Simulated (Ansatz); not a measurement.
**KF: pressure series**

Take KF in the rock salt structure (space group Fm-3m, No. 225; a = 5.421 Å) as the base.

Cell and atoms are relaxed at each pressure.

Method: PBE in Ansatz (plane waves to 420 eV, PAW, without spin-orbit coupling).

Before the change:

The band gap comes out as 5.96 eV.

Problem. The aim is a band gap between 6.63 eV and 7.30 eV. Which of these changes reaches it?
A) pressure 2.1 GPa
B) pressure 30 GPa
C) pressure −1 GPa
D) pressure 9 GPa

Solution. D, pressure 9 GPa. It gives 7.05 eV; pressure −1 GPa gives 5.78 eV; pressure 30 GPa gives 8.00 eV; pressure 2.1 GPa gives 6.28 eV. Changes not listed may reach it too

Load acts through the strain it causes; cell and atoms are relaxed under it. Whether these cells are dynamically stable was not tested. Competing high-pressure phases were not computed.

Ansatz is an electronic-structure program.
